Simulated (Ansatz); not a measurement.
A 16-atom cell of Zr(N,C) started in the rock salt structure, site fractions N 0.750, C 0.250, short-range order -0.11 in the first shell of the mixed sites (0 is random, a negative value favours unlike neighbours), space group Cmmm at the end, an ordered arrangement that its symmetry holds. The mixed sublattice has 8 sites.

The mixing enthalpy is taken against the end members in the rock salt type, relaxed in the same cell and mesh.

Computed with PBE (plane waves to 420 eV, PAW; Ansatz, an electronic-structure program). Spin–orbit coupling is left out. Its k-point mesh 5×5×5, Fermi–Dirac width 0.05 eV.

```json
[
 {"cell": "ZrN", "energy at zero smearing (eV)": "-36570.454"},
 {"cell": "ZrC", "energy at zero smearing (eV)": "-35491.949"},
 {"cell": "Zr4CN3", "energy at zero smearing (eV)": "-36301.459"}
]
```

Work out the mixing enthalpy per mixed site and the interaction parameter Ω of a regular solution.

With x = 2/8 of the second end member, ΔH = [-36301.459 − 6/8 × (-36570.454) − 2/8 × (-35491.949)] / 8 = -79 meV against the separate end members. Ω = ΔH / x(1 − x) = -421 meV.
